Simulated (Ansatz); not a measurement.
## A computed series for InPd: pressure series

The parent structure is InPd in the CsCl type structure (space group Pm-3m, No. 221; a = 3.305 Å).

Cell and atoms are relaxed at each pressure.

Levels (all Ansatz, a quantum-chemistry and plane-wave program, PAW): PBE (420 eV, no spin-orbit coupling); PBEsol (420 eV, no SOC).

The base cell above is that of PBE; each level relaxes its own structures.

| case | lattice parameter a, PBE | lattice parameter a, PBEsol |
|---|---|---|
| pressure −2 GPa | 3.327 Å | 3.264 Å |
| pressure −1 GPa | 3.316 Å | 3.255 Å |
| pressure 0.3 GPa | 3.302 Å | 3.245 Å |
| pressure 0.7 GPa | 3.298 Å | 3.242 Å |
| pressure 1.5 GPa | 3.291 Å | 3.236 Å |
| pressure 3 GPa | 3.277 Å | 3.225 Å |
| pressure 5 GPa | 3.261 Å | 3.211 Å |
| pressure 7.5 GPa | 3.243 Å | 3.196 Å |
| pressure 10 GPa | 3.226 Å | 3.181 Å |

PBE lies above PBEsol in every row, by 0.045 Å to 0.063 Å. They put the cases in the same order.

Load acts through the strain it causes; cell and atoms are relaxed under it. Whether these cells are dynamically stable was not tested. Competing high-pressure phases were not computed. All final runs are without spin polarisation.
